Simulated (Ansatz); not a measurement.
## ZrGeS, response to strain

Consider ZrGeS (space group P4/nmm, No. 129; a = 3.602 Å, c = 7.988 Å). Axes: x, y, z lie along a, b, c of the conventional cell.

Strains are applied to the cell and any free atomic positions relax.

Calculations: PBEsol (Ansatz, a quantum-chemistry and plane-wave program), no spin-orbit coupling.

Notes on the quantities. energy relative to the base: free energy F.

```json
[
 {"case": "base", "energy relative to the base": "0 meV/atom", "shortest interatomic distance": "2.547 Å"},
 {"case": "isotropic strain −4.96 %", "energy relative to the base": "+187 meV/atom", "shortest interatomic distance": "2.421 Å"},
 {"case": "isotropic strain −1.53 %", "energy relative to the base": "+16 meV/atom", "shortest interatomic distance": "2.508 Å"},
 {"case": "uniaxial strain ε_yy = −2.00 %", "energy relative to the base": "[?]", "shortest interatomic distance": "[?]"},
 {"case": "uniaxial strain ε_yy = +0.63 %", "energy relative to the base": "+0.5 meV/atom", "shortest interatomic distance": "2.555 Å"}
]
```

Q: Some entries are withheld; estimate them.

A: 
- uniaxial strain ε_yy = −2.00 %, energy relative to the base: +5.4 meV/atom
- uniaxial strain ε_yy = −2.00 %, shortest interatomic distance: 2.522 Å

Without a gap, meshes like the base's 13×13×6 leave anisotropic stresses uncertain by several tenths of a GPa, and small strain energies with them. Stability against distortions was not tested. The final runs are not spin-polarised.
